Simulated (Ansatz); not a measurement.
The parent structure is InP in the zinc blende structure (space group F-43m, No. 216; a = 5.878 Å).

Modification: full substitution P → As, then cell and atoms are relaxed.

Levels (all Ansatz, a program for electronic structure, PAW): PBEsol (420 eV, without spin-orbit coupling); r2SCAN (500 eV, spin-orbit coupling left out).

The geometry is relaxed with PBEsol.

| Quantity | Result |
|---|---|
| PBEsol band gap | zero |
| PBEsol pressure | 0.0 GPa |

Task: What does r2SCAN give at this geometry for the band gap and pressure?

Result: The band gap changes from zero to 0.14 eV; the pressure goes from zero to 0.6 GPa.

Single points use the geometry relaxed with PBEsol. Their cutoffs differ, which shifts pressures a little. Whether these cells are dynamically stable was not tested. The final runs are not spin-polarised. A zero or small gap of InAs can be the functional's error rather than a property of the material.
